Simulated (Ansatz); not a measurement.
## KTaO3, response to strain

Start from KTaO3 in the cubic perovskite structure (space group Pm-3m, No. 221; a = 3.989 Å). Axes: x, y, z lie along the cube axes.

Strains are applied to the cell and any free atomic positions relax.

The values are results of DFT with r2SCAN, PAW potentials and a 500 eV plane-wave cutoff in Ansatz (a program for electronic structure), no SOC, earlier PAW set, not measurements.

Candidates:
(a) tensor shear ε_xy = −0.40 %
(b) tensor shear ε_xz = −0.93 %
(c) strain tensor (xx, yy, zz, yz, xz, xy) = (+0.46, +0.96, −1.82, −0.02, −1.37, +0.72) %

For the base:

The smallest direct gap is 3.30 eV.

Task: Order them by smallest direct gap, highest first.

Result: (a) tensor shear ε_xy = −0.40 % (3.27 eV), (b) tensor shear ε_xz = −0.93 % (3.22 eV), (c) strain tensor (xx, yy, zz, yz, xz, xy) = (+0.46, +0.96, −1.82, −0.02, −1.37, +0.72) % (3.16 eV)

Spin-orbit coupling, missing from the scalar runs, can matter with Ta. Stability against distortions was not tested.
